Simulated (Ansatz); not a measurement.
The starting structures come from a database of crystals and need not be the phases stable at ambient conditions.

 Where the default PAW files enter, the runs use the earlier of Ansatz's two default sets.

The decay constant κ of evanescent states in the gap governs leakage through a thin film.

```xyz
6
Lattice="7.8355 0.0000 0.0000 3.9177 10.4944 0.0328 3.9177 -0.4944 2.2072" Properties=species:S:1:pos:R:3 pbc="T T T"
Hg     3.9177    -0.1495     0.6674
Hg     6.4689     6.4942     2.2633
Hg     9.2020     3.1609     1.5166
Te    11.7532     4.9567     1.3131
Te     6.0479     1.4411     1.3804
Te     5.7053     8.6021     0.6666
```

Space group of this cell: P3_221. The cell was relaxed by PBE-D3(BJ); by r2SCAN its mean pressure is 1.1 GPa.

Transport runs along the normal of the first two printed cell vectors, the (111) plane of the conventional cell.

The gap is the functional's own. No spin-orbit coupling. Mid-gap values are interpolated on the energy grid.

### Question
Give the band gap and the smallest decay constant κ at mid-gap that Ansatz (a first-principles code) with r2SCAN yields.

### Answer
Gap 0.60 eV on a 14×14×14 mesh; κ = 0.130 1/Å, at the zone centre.
